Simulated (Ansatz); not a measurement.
Cells marked so need not be the phases stable at ambient conditions, and some may be hypothetical.

No gap correction and no spin-orbit coupling; mid-gap values are interpolated between computed energies.

A. NbCu$_{3}$Te$_{4}$ (P-43m, not sure to be the ambient phase, 8 atoms a cell, 26.6 Å³ an atom, -2 GPa at this level), along the normal of (111)
B. Ba4Sb2O (I4/mmm, not sure to be the ambient phase, 7 atoms a cell, 37.1 Å³ an atom, -2 GPa at this level), along the normal of (110)
C. YI3 (R-3, not sure to be the ambient phase, 8 atoms a cell, 41.2 Å³ an atom), along the normal of (101)

**Question.** Order them by mid-gap decay constant of the slowest evanescent state (lowest first) at the level PBEsol run with Ansatz (a program for electronic structure).

**Answer.** B (0.08 1/Å), A (0.17 1/Å), C (0.24 1/Å)
